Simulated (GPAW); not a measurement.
## Equation of state of rutile-structure SiO2 (space group 136): energy against volume (GPAW, LDA)

```xyz
6
Lattice="4.0174 0.0000 0.0000 0.0000 4.0174 0.0000 0.0000 0.0000 2.5662" Properties=species:S:1:pos:R:3 pbc="T T T"
Si     0.0000     0.0000     0.0000
Si     2.0087     2.0087     1.2831
O      1.2293     1.2293     0.0000
O      3.2380     0.7794     1.2831
O      0.7794     3.2380     1.2831
O      2.7881     2.7881     0.0000
```

Computed with LDA (Perdew-Wang 92), GPAW PAW datasets LDA (gpaw-data 1.0.1) (plane waves; GPAW). Settings: mode = pw; ecut = 1040 eV; xc = LDA; kpts = 8 8 12; mesh shift (steps) = 0 0 0; occupations.name = fermi-dirac; occupations.width = 0.01 eV; nbands = -4; convergence.density = 1e-05 e/electron; convergence.energy = 1e-05 eV/electron; convergence.bands = -2; symmetry.symmorphic = false; symmetry.tolerance = 0.0005; maxiter = 150. The cell above is the first row's. The rows scale it uniformly. In all rows fractional positions and the k mesh are held. E is the free energy at the stated smearing, counted from the lowest row.

| V (Å^3/atom) | E (meV/atom) |
|---|---|
| 6.9028 | 128.21 |
| 7.0529 | 84.96 |
| 7.2030 | 51.65 |
| 7.3530 | 27.32 |
| 7.5031 | 11.11 |
| 7.6531 | 2.24 |
| 7.8032 | 0.00 |
| 7.9533 | 3.76 |
| 8.1033 | ? |

Fit E against V with the third-order Birch-Murnaghan form, a cubic in V^(-2/3), and predict the withheld value at V = 8.1033.

With u = V^(-2/3) - 0.263, the rows have u = 0.012835, 0.008908, 0.005117, 0.001458, -0.002081, -0.005501, -0.008814, -0.012022. Least squares gives E = 19.779 + 4760.48·u + 286205·u² + 86679·u³. Residuals (row less fit): -0.002, 0.002, 0.006, -0.008, -0.001, 0.002, 0.005, -0.003; standard error 0.006 (degrees of freedom: 4). Its minimum lies at u = -0.008348, so V0 = (0.254652)^(-3/2) = 7.782. There d²E/du² = 568100 and d³E/du³ = 520100, so B0 = (4/9) × 7.782^(-7/3) × 568100 × 0.160218 = 337 GPa (the last factor turns the table's units into GPa), and B0' = 4 + (2/3) × 0.254652 × (520100)/568100 = 4.2. The program's pressures in the fitted runs (not shown) pass through zero at V = 7.78, 0.02 % from this V0. At the withheld row, u = -0.015129, so E = 19.779 + 4760.48 × (-0.015129) + 286205 × (-0.015129)² + 86679 × (-0.015129)³ = 12.966 meV/atom. The calculation gives 12.95 meV/atom, 0.016 meV/atom below the prediction (under 0.05 % of the range of E in the table). The row lies outside the fitted rows, so this is an extrapolation. From the scatter of the fitted rows alone, a prediction at this place has a standard error of 0.015 meV/atom, so the miss is 1.1 times that.

Carrying the step between the two nearest rows on in a straight line would have given 7.52, off by 5.43; series whose last step already gives the withheld value aren't shown. The scan was laid around a cell of about the measured size, scaled by a guess for this functional; axis ratios and inner coordinates come from that cell. This is stishovite, a high-pressure phase. The runs keep the symmetry of the cell, so they don't test it for distortions. The shape of the cell and the inner coordinates aren't relaxed, so V0 and B0 belong to this uniform scaling; a relaxed crystal lies no higher in energy and is usually softer (forces reach 1.03 eV/Å in these rows). Cutoffs and mesh are single choices, not tested for convergence of this quantity. Series with a scatter that would blur these digits, or in which a gap closes, are not shown. Nor are scans whose minimum lies at an end fitted in this form.
